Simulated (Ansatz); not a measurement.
CaO (Fm-3m) under hydrostatic pressure (compression positive): electron conductivity mass by r2SCAN, rigid bands (plane waves, PAW, scalar-relativistic; Ansatz, a first-principles code). The unloaded cell, whose axes the loads refer to:

```yaml
crystal:
  lattice:
    - [0.00000, 2.38357, 2.38357]
    - [2.38357, 0.00000, 2.38357]
    - [2.38357, 2.38357, 0.00000]
  atoms:
    - { symbol: Ca, position: [0.00000, 0.00000, 0.00000] }
    - { symbol: O, position: [0.50000, 0.50000, 0.50000] }
```

| hydrostatic pressure (compression positive) (GPa) | volume per atom (Å³) | electron conductivity mass (mₑ) |
|---|---|---|
| -6.6 | 14.46 | 0.591 |
| -4.4 | 14.12 | 0.581 |
| -2.2 | 13.81 | 0.573 |
| 0 | 13.54 | 0.566 |
| 2.2 | 13.30 | 0.560 |
| 4.4 | 13.07 | ? |
| 8.8 | 12.68 | 0.542 |
| 13.2 | 12.34 | 0.533 |

### Question
Fit a straight line to ln(electron conductivity mass) against the load over the rows given, and predict the row at 4.4 GPa.

### Answer
The means are x̄ = 1.571 GPa and ȳ = -0.5738; Σ(x − x̄)(y − ȳ) = -1.574 and Σ(x − x̄)² = 307.0, so the slope is -0.513 % per GPa, and the rows given lie within 0.59 % of the line. At 4.4 GPa the line gives 0.555 mₑ; the calculation gives 0.553 mₑ, 0.41 % from it.

Masses are for dilute carriers at 300 K, harmonic means over directions unless an axis is named. Spin-orbit coupling is left out. Stresses and pressures are the targets of the relaxation. The structure type is held at every load. Geometry: cell and atoms relaxed with PBEsol.
